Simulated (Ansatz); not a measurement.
Worked calculations on one periodic cell of amorphous Hf$_{18}$O$_{37}$Sr: Hf18O37Sr, 56 atoms, volume 732.2 Å³, made by a melt-quench on the CHGNet potential and relaxed with DFT. O atoms were pushed apart under 1.9 Å during the dynamics, to hinder bonds among them. It is a model cell: composition and starting density were chosen by hand, and all elements were melted together. Cycles of charging were run to anneal it. These are PBE, scalar-relativistic without spin-orbit coupling (plane waves to 420 eV, PAW; Ansatz, an electronic-structure program) values and carry that method's errors. Sampling: a 2×2×2 Γ-centred mesh; Fermi-Dirac width 0.02 eV; no spin polarisation. Its volume was held where the quench left it, its shape was held as a cube, and it stands at a mean pressure of -0.6 GPa with stress components up to 1.4 GPa; the relaxation ran on the zone centre alone. Its density went from a set 8.83 to 8.83 g/cm³. The cell is small and was quenched far faster than a real film, so it is one sample of the glass.

Count formal charges (Hf +4, O -2, Sr +2). What does the count lead one to expect at the Fermi level, and what does the calculation give?

18 × (+4) + 37 × (-2) + 1 × (+2) = 0. The charges balance, so the anion-derived valence states can be full and a gap can open. On this mesh the highest filled and lowest empty level lie 3.76 eV apart, the PBE gap of this cell, with a localised state at one edge or both.

Four energies for an added electron at PBE on the zone centre alone (charged cells in a uniform background, spin-polarised): neutral at the neutral geometry -307614.807 eV; charged at the neutral geometry -307599.001 eV; charged and relaxed -307599.325 eV; neutral at the charged geometry -307613.990 eV.

Find the two relaxation energies and their sum, the reorganisation energy.

On charging: -307599.001 − (-307599.325) = 0.324 eV. On discharging: -307613.990 − (-307614.807) = 0.817 eV. The sum is 1.141 eV. The carrier's level spreads over 9 of the 56 atoms' worth, so it counts as partly localised, most on one Hf atom with neighbours O 1.99 Å, O 2.03 Å, O 2.05 Å, O 2.06 Å, O 2.11 Å (neutral geometry). The values are uncorrected: the image energy of a point charge in this cell, 2.84 × 14.40 / (2 × 9.0) = 2.3 eV before screening, is screened by electrons alone at the fixed geometry and by ions too after relaxing, and the carrier can be spread before it relaxes, so each term can be off by up to that value times 1/ε∞, some tenths of an eV. PBE's self-interaction favours spread-out carriers, so a hybrid can localise more.

Four energies for a hole at PBE on the zone centre alone (charged cells in a uniform background, spin-polarised): neutral at the neutral geometry -307614.807 eV; charged at the neutral geometry -307626.671 eV; charged and relaxed -307626.857 eV; neutral at the charged geometry -307614.209 eV.

Find the two relaxation energies and their sum, the reorganisation energy.

On charging: -307626.671 − (-307626.857) = 0.186 eV. On discharging: -307614.209 − (-307614.807) = 0.598 eV. The sum is 0.784 eV. The carrier's level spreads over 4 of the 56 atoms' worth, so it counts as localised, most on one O atom with neighbours Hf 2.07 Å, Hf 2.14 Å, Hf 2.28 Å (neutral geometry). The values are uncorrected: the image energy of a point charge in this cell, 2.84 × 14.40 / (2 × 9.0) = 2.3 eV before screening, is screened by electrons alone at the fixed geometry and by ions too after relaxing, and the carrier can be spread before it relaxes, so each term can be off by up to that value times 1/ε∞, some tenths of an eV. PBE's self-interaction favours spread-out carriers, so a hybrid can localise more.
